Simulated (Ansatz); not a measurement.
Reference: RbLaS2 (R-3m), PBEsol, rigid bands (plane waves, PAW, scalar-relativistic; Ansatz, an electronic-structure program); geometry: cell and atoms relaxed with PBEsol.

```xyz
4
Lattice="2.1336 1.2318 7.5421 -2.1336 1.2318 7.5421 0.0000 -2.4637 7.5421" Properties=species:S:1:pos:R:3 pbc="T T T"
Rb     0.0000     0.0000     0.0000
La     0.0000     0.0000    11.3131
S      0.0000     0.0000    17.3533
S      0.0000     0.0000     5.2729
```

band gap: 2.52 eV
electron conductivity mass: 0.68 mₑ
hole conductivity mass: 1.56 mₑ
Seebeck coefficient, n-type 1e19 cm⁻³: -357 μV/K

Task: Replace Rb by Cs on the same sites and relax. What happens?

Result: CsLaS2 (R-3m): volume per atom 29.7 to 31.5 Å³; band gap falls (2.52 eV to 2.36 eV); electron conductivity mass falls (0.68 mₑ to 0.59 mₑ); hole conductivity mass falls (1.56 mₑ to 1.43 mₑ); Seebeck coefficient, n-type 1e19 cm⁻³ falls in size (-357 μV/K to -338 μV/K).

Task: Replace La by Lu on the same sites and relax. What happens?

Result: RbLuS2 (R-3m): volume per atom 29.7 to 25.3 Å³; band gap falls (2.52 eV to 2.08 eV); electron conductivity mass falls (0.68 mₑ to 0.49 mₑ); hole conductivity mass falls (1.56 mₑ to 0.74 mₑ); Seebeck coefficient, n-type 1e19 cm⁻³ falls in size (-357 μV/K to -327 μV/K).

Moves up to 5 % count as about the same. Masses are for dilute carriers at 300 K, harmonic means over directions unless an axis is named. Seebeck coefficients are for the stated density at 300 K, with one relaxation time for all states and whether or not that doping can be reached. Spin-orbit coupling is left out.

Formula and space group known from diffraction (Crystallography Open Database), not checked to be the room-temperature form: RbLaS2 (R-3m), RbLuS2 (R-3m). Computed structure with no diffraction record at hand here (it may be known, metastable or hypothetical): CsLaS2 (R-3m). The missing spin-orbit coupling matters most for RbLuS2 (R-3m).
